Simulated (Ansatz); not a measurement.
An Ansatz (a first-principles code) run: SrVO3 with a change (Sr → Be); PBEsol (Ansatz), no spin-orbit coupling.

Input:

Ansatz 0.2 input:
```yaml
crystal:
  lattice:
    - [3.6754651014, 0, 0]
    - [0, 3.6754651014, 0]
    - [0, 0, 3.6754651014]
  atoms:
    - { symbol: Be, position: [0, 0, 0] }
    - { symbol: V, position: [0.5, 0.5, 0.5] }
    - { symbol: O, position: [0, 0.5, 0.5] }
    - { symbol: O, position: [0.5, 0.5, 0] }
    - { symbol: O, position: [0.5, 0, 0.5] }
basis: { ecutwfc: 420, ecutrho_ratio: 4, xc_grid: 2, fft_grid_basis: typed }
kpoints: { mp_grid: { grid: [13, 13, 13] } }
hamiltonian:
  xc: pbesol
  dispersion: none
  pseudopotentials: { kind: paw }
scf: { occupations: { method: fermi_dirac, width: 0.05 }, convergence: { dr2_threshold: 0.0000000005 } }
output: { forces: true, stress: true }
checkpoint: { write: state.ck, write_every: 1000 }
```

Output (explanatory and most iteration lines left out):

```
Pseudopotential: Be, paw, valence charge 2
Pseudopotential: V, paw, valence charge 13
Pseudopotential: O, paw, valence charge 6
Crystal: 5 atoms, lattice volume = 49.652 Å³
Basis set: ecut = 420 eV, 949 PW (Γ), exchange–correlation on 50×50×50 points (8 copies of the dense FFT grid, shifted against one another)
Bands: 22, of which v1, the nominal top of the filled ones, is band 17 counted from 1 (16 counted from 0)
Symmetry: 48 space group operations
Space group: Pm-3m (ITA 221), of the structure as read, at distance tolerance 3.7e-5 Å
k-points: 84 of 2197
Functional: x = pbesol(κ = 0.804, μ = 0.12345679012345678), c = pbesol(β = 0.046)
SCF iter   1: F=—  HF=-4657.497894 eV  |F-HF|=—  |Δ(HF+E_count)|=         —  Δρ=2.08e-2  dr2=2.45e-1  ethr=1.77e-3  ⟨swp⟩=5.8  Hψ=8058  notcnv=0
SCF iter   2: F=—  HF=-4657.472730 eV  |F-HF|=—  |Δ(HF+E_count)|=   2.52e-2  Δρ=9.81e-3  dr2=7.11e-2  ethr=7.43e-4  ⟨swp⟩=2.0  Hψ=2757  notcnv=0  defer=2
SCF 1 converged in 9 iterations: F = -4657.464812 eV  dr2 = 6.55e-11
SCF converged after 9 iterations
Free energy (F): -4657.464812 eV
Internal energy: -4657.448409 eV  (E = F + TS)
E sigma→0 (E₀):  -4657.456610 eV
Entropy (-TS):   -0.016403 eV (-3.281 meV/atom)
Fermi energy:    9.482962 eV
--- Forces (eV/Å), atoms counted from 1 ---
  atom   1  Be    -0.00000000     0.00000000     0.00000000
  atom   2  V     -0.00000000    -0.00000000    -0.00000000
  atom   3  O      0.00000000    -0.00000000    -0.00000000
  atom   4  O      0.00000000    -0.00000000     0.00000000
  atom   5  O     -0.00000000    -0.00000000    -0.00000000
--- Stress (GPa, compression-positive) ---
        0.002685       0.000000       0.000000
       -0.000000       0.002685      -0.000000
        0.000000      -0.000000       0.002685
  P = ⅓ Tr σ = 0.0027 GPa (0.027 kbar)
```

No phonon test of stability was made. Seeded moments were not kept for Sr → Be. No Hubbard U is applied, and correlation can decide whether such a compound is a metal. All final runs are without spin polarisation. An odd electron count without spin: BeVO3. The cell was made from SrVO3 by this change: Sr → Be; the result is a hypothetical phase, not in the database extracts checked.
